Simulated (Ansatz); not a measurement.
The starting structures come from a database of crystals and need not be the phases stable at ambient conditions.

Inside the gap of an insulator the Bloch states are evanescent, with a wavenumber k + iκ along the transport direction.

Here is the system:

```
CELL_PARAMETERS angstrom
      5.57345     0.00000     0.00000
      1.82142     7.00597     0.00000
      1.51781    -1.84359     5.03594
ATOMIC_POSITIONS crystal
  Na 0.66688 0.75000 0.66688
  Na 0.33312 0.25000 0.33312
  Ge 0.68593 0.25000 0.68593
  Ge 0.31407 0.75000 0.31407
  Sb 0.00000 0.50000 0.00000
  Sb 0.00000 0.00000 0.00000
  O  0.92086 0.75000 0.92086
  O  0.07914 0.25000 0.07914
  O  0.90799 0.38447 0.68717
  O  0.09201 0.61553 0.31283
  O  0.68717 0.11553 0.90799
  O  0.31283 0.88447 0.09201
  O  0.62901 0.57770 0.24553
  O  0.37099 0.42230 0.75447
  O  0.24553 0.92230 0.62901
  O  0.75447 0.07770 0.37099
```

Space group of this cell: C2/c. The cell is taken as given; by PBEsol its mean pressure is 2.6 GPa.

Transport runs along the normal of the first two printed cell vectors.

No gap correction and no spin-orbit coupling; mid-gap values are interpolated between computed energies.

Question: Give the band gap and the smallest decay constant κ at mid-gap that Ansatz (an electronic-structure program) with PBEsol yields.

Answer: Gap 2.36 eV on a 6×6×6 mesh; κ = 0.270 1/Å, at the zone centre.
